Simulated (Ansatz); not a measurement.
Results of dielectric-dependent PBEsol hybrid (Ansatz, a quantum-chemistry and plane-wave program, PAW) for ZrSeS (P3m1, No. 156, 3 atoms in the cell; start mp-1215215).

The input as run:

Ansatz 0.2 input:
```yaml
crystal:
  lattice:
    - [3.6854546728, 0.0, 0.0]
    - [-1.8427273364, 3.1916973711, 0.0]
    - [0.0, 0.0, 5.8867405218]
  atoms:
    - { symbol: Zr, position: [0.0, 0.0, 0.0135872813] }
    - { symbol: Se, position: [0.6666666667, 0.3333333333, 0.7337924109] }
    - { symbol: S, position: [0.3333333333, 0.6666666667, 0.2526203077] }
  host: atoms
basis:
  ecutwfc: 460
  ecutrho_ratio: 4
  xc_grid: 2
kpoints:
  mp_grid: { grid: [9, 9, 4] }
  band_path: { path: [[0, 0, 0], [0.0, 0.5, 0.5]], npoints: 1 }
hamiltonian:
  xc:
    exchange: pbesol
    correlation: pbesol
    exx: { coeff: inverse_dielectric }
  dispersion: none
  pseudopotentials: { kind: paw }
scf:
  occupations: { method: fermi_dirac, width: 0.01 }
  convergence: { dr2_threshold: 0.0000000003 }
output:
  forces: true
  stress: true
  eigenvalues: true
  write_bands: true
```

The run printed, among other lines:

```
WARN output.stress: scf.exx.energy_threshold = 1e-6 eV is looser than the 3e-8 eV advised for a stress under a hybrid functional (1e-8 eV for each atom of the …
WARN: a calculation of the host crystal, for the fraction of exact exchange …
Crystal: 3 atoms, lattice volume = 69.245 Å³
Basis set: ecut = 460 eV, 1557 PW (Γ), exchange–correlation on 54×54×90 points (8 copies of the dense FFT grid, shifted against one another)
Bands: 21, of which v1, the nominal top of the filled ones, is band 17 counted from 1 (16 counted from 0)
Symmetry: 6 space group operations
Space group: P3m1 (ITA 156), of the structure as read, at distance tolerance 4.1e-5 Å
k-points: 43 of 324 (time reversal used)
SCF iter   1: F=—  HF=-10442.121837 eV  |F-HF|=—  |Δ(HF+E_count)|=         —  Δρ=4.49e-3  dr2=2.92e-2
SCF iter   2: F=—  HF=-10442.122143 eV  |F-HF|=—  |Δ(HF+E_count)|=   3.06e-4  Δρ=3.59e-3  dr2=2.94e-2
  ...
Crystal: 3 atoms, lattice volume = 69.245 Å³
Initial density: handed on by an earlier stage of this run
Functional: x = 0.9240939136786629 pbesol(κ = 0.804, μ = 0.12345679012345678) + 0.0759060863213371 exact, c = pbesol(β = 0.046)
Crystal: 3 atoms, lattice volume = 69.245 Å³
SCF iter   2: F=—  HF=-10453.598157 eV  |F-HF|=—  |Δ(HF+E_count)|=   3.68e-9  Δρ=2.60e-6  dr2=2.28e-9
SCF iter   3: F=-10453.598157 eV  HF=-10453.598157 eV  |F-HF|=1.73e-10  |Δ(HF+E_count)|=   1.58e-9  Δρ=7.72e-7  dr2=2.35e-10
SCF 3 converged in 3 iterations: F = -10453.598157 eV  dr2 = 2.35e-10
Free energy (F): -10453.598157 eV
Internal energy: -10453.598157 eV  (E = F + TS)
E sigma→0 (E₀):  -10453.598157 eV
Fermi energy:    8.858253 eV
--- Forces (eV/Å), atoms counted from 1 ---
  atom   1  Zr    -0.00000000    -0.00000000    -0.06165821
  atom   2  Se     0.00000000     0.00000000     0.27181025
  atom   3  S     -0.00000000    -0.00000000    -0.21014181
--- Stress (GPa, compression-positive) ---
       -0.770345      -0.000000       0.000000
        0.000000      -0.770345       0.000000
        0.000000       0.000000      -0.647984
  P = ⅓ Tr σ = -0.7296 GPa (-7.296 kbar)
```

The PAW data were made under PBE.

Note: cell and atoms aren't relaxed at this level (largest force component 0.27 eV/Å, pressure -0.7 GPa). Note: the cell has widely spaced layers and the level no dispersion term, so their spacing and the moduli can rest on weak binding.

A start named mp-… is a Materials Project structure, which need not be a measured phase.
